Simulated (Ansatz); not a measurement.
Ansatz (a quantum-chemistry and plane-wave program), DFT, LDA, plane waves, its default PAW files, spin-polarised: LiV(SiO3)2 (from the phase in space group 15, mp-19043) (Li2O12Si4V2), 20 atoms, spin-polarised from a ferromagnetic start (2 μB on V). Basis and mesh were picked for this test and aren't claimed converged.

| Item | Result |
|---|---|
| cell | 6.45, 6.45, 5.32 Å; 104.7, 104.7, 83.5° |
| task | single point |
| k mesh | 4×4×6 |
| hamiltonian.xc | lda |
| kind of files | paw |
| scf.occupations.method | fermi_dirac |
| scf.occupations.width | 0.05 eV |
| output.forces | true |
| magnetization.spin_polarized | true |
| binding of workers (--pin) | off |
| k-point pools (--kpoint-pools) | 1 |
| memory maximum (--max-ram) | 8GiB |
| accuracy | medium (default) |
| basis.precision | auto (default) |
| basis.xc_grid | 1 (default) |
| scf.mixing.algorithm | auto (default) |
| scf.mixing.preconditioner | auto (default) |
| scf.convergence.dr2_threshold | 1e-07 (default) |
| scf.lower_state_search | light (default) |
| k-points after symmetry (for each spin) | 34 |
| bands at the start | 82 |
| electrons | 120 |
| plane waves at Γ | 4027 |
| cutoff (eV) | 420 |
| FFT grid | 45×45×36 |
| symmetry operations | 4 |

One run each.

All on 4 threads. Base settings, kept where nothing else is said: scf.eigensolver.kind = auto (default), scf.eigensolver.mixed_precision = false (default), scf.eigensolver.cushion = auto (default), scf.eigensolver.full_accuracy = false (default), scf.algorithm = auto (default) (scf.eigensolver.max_subspace_factor, scf.eigensolver.real_solve not set). The settings tried:
- scf.eigensolver.kind = davidson
- scf.eigensolver.kind = davidson, scf.eigensolver.cushion = true
- scf.eigensolver.real_solve = false
- scf.eigensolver.kind = davidson, scf.eigensolver.mixed_precision = true
- the base settings
- scf.algorithm = density_mixing
- scf.eigensolver.mixed_precision = true
- scf.eigensolver.kind = davidson, scf.eigensolver.max_subspace_factor = 2
- scf.eigensolver.full_accuracy = true
- scf.algorithm = direct_min
- scf.eigensolver.kind = davidson, scf.eigensolver.max_subspace_factor = 6

Question: Which settings need the fewest applications of H to a band, which the most, and do any fail to converge?

Answer: Fewest applications of H to a band, with those close behind: scf.eigensolver.real_solve = false (167945); the base settings (168210); scf.algorithm = density_mixing (168210). Most among those that reach the base run's result: scf.algorithm = direct_min (839794). All converged. In the base run the program took: scf.mixing.algorithm MSR1, scf.eigensolver.kind band_cg, --slots 4.

```json
[
 {"setting": "scf.eigensolver.real_solve = false", "applications of H to a band": "167945", "SCF iterations": "16", "end": "converged"},
 {"setting": "the base settings", "applications of H to a band": "168210", "SCF iterations": "16", "end": "converged"},
 {"setting": "scf.algorithm = density_mixing", "applications of H to a band": "168210", "SCF iterations": "16", "end": "converged"},
 {"setting": "scf.eigensolver.kind = davidson", "applications of H to a band": "227814", "SCF iterations": "15", "end": "converged"},
 {"setting": "scf.eigensolver.kind = davidson, scf.eigensolver.max_subspace_factor = 6", "applications of H to a band": "227814", "SCF iterations": "15", "end": "converged"},
 {"setting": "scf.eigensolver.kind = davidson, scf.eigensolver.cushion = true", "applications of H to a band": "236357", "SCF iterations": "16", "end": "converged"},
 {"setting": "scf.eigensolver.kind = davidson, scf.eigensolver.max_subspace_factor = 2", "applications of H to a band": "248549", "SCF iterations": "16", "end": "converged"},
 {"setting": "scf.eigensolver.kind = davidson, scf.eigensolver.mixed_precision = true", "applications of H to a band": "261176", "SCF iterations": "15", "end": "converged"},
 {"setting": "scf.eigensolver.mixed_precision = true", "applications of H to a band": "261176", "SCF iterations": "15", "end": "converged"},
 {"setting": "scf.eigensolver.full_accuracy = true", "applications of H to a band": "433315", "SCF iterations": "15", "end": "converged"},
 {"setting": "scf.algorithm = direct_min", "applications of H to a band": "839794", "SCF iterations": "11", "end": "converged"}
]
```

An iteration's cost differs between solvers, so these counts don't give the time.

Keys are those of Ansatz 0.2.
